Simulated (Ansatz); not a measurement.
The starting structures come from a database of crystals and need not be the phases stable at ambient conditions.

 Where the default PAW files enter, the runs use the earlier of Ansatz's two default sets.

Input:

```
CELL_PARAMETERS angstrom
      5.06338     0.00000     0.00000
      0.21527     5.05881     0.00000
      2.42406    -2.52940     3.50342
ATOMIC_POSITIONS crystal
  Si 0.00000 0.00000 0.00000
  Si 0.25000 0.25000 0.50000
  O  0.62500 0.12500 0.34679
  O  0.22179 0.02821 0.15321
  O  0.12500 0.62500 0.65321
  O  0.02821 0.22179 0.84679
```

Space group of this cell: I-42d. The cell is taken as given.

The current runs along the normal of the first two printed vectors, the (110) plane. All runs by Ansatz (an electronic-structure program), plane waves and PAW, without spin-orbit coupling; the base is r2SCAN.

| run | mean pressure (GPa) | gap (eV) | mid-gap κ (1/Å) |
|---|---|---|---|
| base | 0.1 | 6.55 | 0.558 |
| all lengths scaled by 0.98 | 11.7 | 6.83 | 0.574 |
| all lengths scaled by 1.02 | -8.9 | ___ | ___ |
| lda in place of r2scan | -1.4 | 5.70 | 0.526 |
| lengths across the current scaled by 0.98, ions clamped | 7.5 | ___ | ___ |
| lengths across the current scaled by 1.02, ions clamped | -6.1 | 6.31 | 0.549 |
| lengths along the current scaled by 0.97, ions clamped | 5.6 | ___ | ___ |
| lengths along the current scaled by 1.03, ions clamped | -4.7 | 6.37 | 0.544 |
| pbesol in place of r2scan | 2.3 | 5.90 | 0.534 |

**Question.** Fill in the missing entries.

**Answer.** 
- all lengths scaled by 1.02, gap (eV): 6.22
- all lengths scaled by 1.02, mid-gap κ (1/Å): 0.541
- lengths across the current scaled by 0.98, ions clamped, gap (eV): 6.73
- lengths across the current scaled by 0.98, ions clamped, mid-gap κ (1/Å): 0.565
- lengths along the current scaled by 0.97, ions clamped, gap (eV): 6.66
- lengths along the current scaled by 0.97, ions clamped, mid-gap κ (1/Å): 0.570
